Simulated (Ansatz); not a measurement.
The starting structures come from a database of crystals and need not be the phases stable at ambient conditions.

 Where the default PAW files enter, the runs use the earlier of Ansatz's two default sets.

## Evanescent states of WO3 (P4/ncc, not sure to be the ambient phase, 16 atoms a cell, 13.5 Å³ an atom, -2 GPa at this level) along the normal of (100)

All values below come from PBEsol (plane waves, PAW; Ansatz, a program for electronic structure).

No gap correction and no spin-orbit coupling; mid-gap values are interpolated between computed energies.

Energies count from the valence-band top; κ is the least over a 6×4 mesh across the current.

```
E (eV)  κ (1/Å)  where
------  -------  -----
0.04      0.113      Γ
0.10      0.127      Γ
0.17      0.134      Γ
0.24      0.137      Γ
0.32      0.138      Γ
0.39      0.138      Γ
0.46      0.135      Γ
0.53      0.132      Γ
0.59      0.128      Γ
0.67      0.122      Γ
0.73      0.115      Γ
0.81      0.106      Γ
0.88      0.095      Γ
0.94      0.082  off Γ
1.01      0.062  off Γ
1.08      0.026      Γ
```

Problem. How thick must the barrier be to attenuate the transmission by 10^6 when the electrodes' Fermi level lies at 0.10 eV, and what attenuation does that film give at 0.17 eV?

Solution. d = 6 ln 10 / (2 × 0.127) = 54.4 Å. At 0.17 eV it gives 6 × 0.134/0.127 = 6.3 decades.
